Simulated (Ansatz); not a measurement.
**2 layers of Ga2O3-ML, started at parallel, shifted by (2/3,1/3) (facing atoms over hollows or bridges; Ga2O3-ML a predicted or substrate-bound sheet, here free)**

Levels used, each named beside its values: PBE+D3(BJ) (plane waves to 420 eV, PAW; Ansatz, a program for electronic structure); PBE+D3(BJ) with spin-orbit coupling (plane waves to 420 eV, PAW; Ansatz). Geometries and values that name no level are of the first. Values not marked SOC have no spin–orbit coupling; PBE gaps are too small against experiment. Its k-point mesh 12×12×1, Fermi–Dirac width 0.01 eV. A dipole correction is on.

- gap between facing atomic planes: 2.46 Å
- step of the vacuum level across the stack (top less bottom): +4.26 eV
- interaction energy of the frozen layers: -29.5 meV/Å²
- interaction energy without the D3 term at this geometry: -1.1 meV/Å²
- PBE gap over the mesh and listed points off it: closed
- PBE+SOC gap at the same geometry: closed or nearly so

```yaml
crystal:
  lattice:
    - [3.06513, 0.00000, 0.00000]
    - [-1.53257, 2.65448, 0.00000]
    - [0.00000, 0.00000, 30.75200]
  atoms:
    - { symbol: O, position: [0.33333, 0.66667, 0.31186] }
    - { symbol: Ga, position: [0.66667, 0.33333, 0.33427] }
    - { symbol: O, position: [0.66667, 0.33333, 0.39291] }
    - { symbol: Ga, position: [0.00000, 0.00000, 0.43469] }
    - { symbol: O, position: [0.33333, 0.66667, 0.45857] }
    - { symbol: O, position: [0.00000, 0.00000, 0.53868] }
    - { symbol: Ga, position: [0.33333, 0.66667, 0.56011] }
    - { symbol: O, position: [0.33333, 0.66667, 0.61877] }
    - { symbol: Ga, position: [0.66667, 0.33333, 0.66060] }
    - { symbol: O, position: [0.00000, 0.00000, 0.68447] }
```
